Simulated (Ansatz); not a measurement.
# Rock-salt LaS

Computed with PBEsol in Ansatz (PAW).

Settings: plane-wave cutoff 500 eV, 12×12×12 k mesh, Fermi–Dirac smearing 0.05 eV, scalar-relativistic PAW data made under PBE.

Cell (relaxed at this level):

```xyz
2
Lattice="0.0000 2.9024 2.9024 2.9024 0.0000 2.9024 2.9024 2.9024 0.0000" Properties=species:S:1:pos:R:3 pbc="T T T"
La     0.0000     0.0000     0.0000
S      2.9024     2.9024     2.9024
```

```yaml
band_gap: none
```

Note: the relaxation could not lower the start's symmetry, so the cell can be a saddle point above a distorted one.

Spin–orbit coupling is not included.

Static lattice: no zero-point or thermal effects.

Ansatz is an electronic-structure program.
